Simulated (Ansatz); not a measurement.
## Response to strain in MgS

The parent structure is MgS in the rock salt structure (space group Fm-3m, No. 225; a = 5.182 Å). Axes: x, y, z lie along the cube axes.

Strains are applied to the cell and any free atomic positions relax.

The values are results of Ansatz (a program for electronic structure) PBEsol, spin-orbit coupling left out, not measurements.

Notes on the quantities. energy relative to the base: free energy F; pressure: mean of the normal stresses, compression positive.

```json
[
 {"change": "base", "band gap": "2.73 eV", "energy relative to the base": "0 meV/atom", "pressure": "0.00 GPa"},
 {"change": "tensor shear ε_xy = +1.14 %", "band gap": "2.60 eV", "energy relative to the base": "+1.5 meV/atom", "pressure": "0.01 GPa"},
 {"change": "tensor shear ε_xy = +1.43 %", "band gap": "2.56 eV", "energy relative to the base": "+2.4 meV/atom", "pressure": "0.02 GPa"},
 {"change": "tensor shear ε_xy = +0.86 %", "band gap": "2.63 eV", "energy relative to the base": "+0.9 meV/atom", "pressure": "0.01 GPa"},
 {"change": "tensor shear ε_xy = +0.29 %", "band gap": "2.70 eV", "energy relative to the base": "+0.1 meV/atom", "pressure": "0.00 GPa"},
 {"change": "tensor shear ε_xy = +0.57 %", "band gap": "2.67 eV", "energy relative to the base": "+0.4 meV/atom", "pressure": "0.00 GPa"},
 {"change": "tensor shear ε_xy = +2.00 %", "band gap": "2.47 eV", "energy relative to the base": "+4.7 meV/atom", "pressure": "0.03 GPa"},
 {"change": "tensor shear ε_xy = +1.71 %", "band gap": "2.52 eV", "energy relative to the base": "+3.4 meV/atom", "pressure": "0.02 GPa"}
]
```

No phonon test of stability was made.
